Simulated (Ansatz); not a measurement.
Effect of biaxial strain −2.50 %, plane normal [001], relaxed out of plane on PbSe

The reference is PbSe in the rock salt structure (space group Fm-3m, No. 225; a = 6.1780 Å). Axes: x, y, z lie along the cube axes.

The change: compressive biaxial strain of 2.50 % in the plane normal to [001], as in epitaxy on a mismatched substrate; the out-of-plane cell vector and the atoms relax.

Method: r2SCAN (Ansatz, a quantum-chemistry and plane-wave program, PAW, no spin-orbit coupling). k-mesh 9×9×9 (Γ-centred); smearing 0.05 eV (Fermi–Dirac).

The volume per atom drops by 1.311 Å³ (29.48 Å³ → 28.16 Å³) and the space group becomes I4/mmm (No. 139) (base: Fm-3m (No. 225)). The shortest interatomic distance decreases by 0.146 bohr, from 5.837 bohr to 5.691 bohr and the energy increases by 17 meV/atom. The pressure (mean of the normal stresses, compression positive) rises by 2.73 GPa (-0.01 GPa → 2.72 GPa) and the band gap decreases by 0.19 eV (0.67 eV → 0.48 eV). The gap character comes out as direct at N and the valley order (the lowest conduction-band minima on the path, energy above the VBM, named in the base's zone) changes from L along ⟨111⟩ 0.67 eV; a point along ⟨110⟩, about 0.6 Å⁻¹ from Γ 1.46 eV to L along [1-1-1] 0.48 eV; a point along [1-10], about 0.6 Å⁻¹ from Γ 1.36 eV. The out-of-plane strain comes out as +0.52 % and the ratio −ε⊥/ε∥ is 0.21. The mean in-plane stress (compression positive) comes out as +4.1 GPa.

Final structure (turned so that z lies along the plane normal):

```yaml
crystal:
  lattice:
    - [4.25931, 0.00000, 0.00000]
    - [0.00000, 4.25931, 0.00000]
    - [2.12965, -2.12965, 3.10494]
  atoms:
    - { symbol: Pb, position: [0.00000, 0.00000, 0.00000] }
    - { symbol: Se, position: [0.50000, 0.50000, 0.00000] }
```

Cost of the whole job for the changed cell (relaxation, final SCF and bands): very roughly 100 core-seconds.

Spin-orbit coupling, missing from the scalar runs, can matter with Pb. Stability against distortions was not tested. Labels are those of the standard path for the cell's own space group.
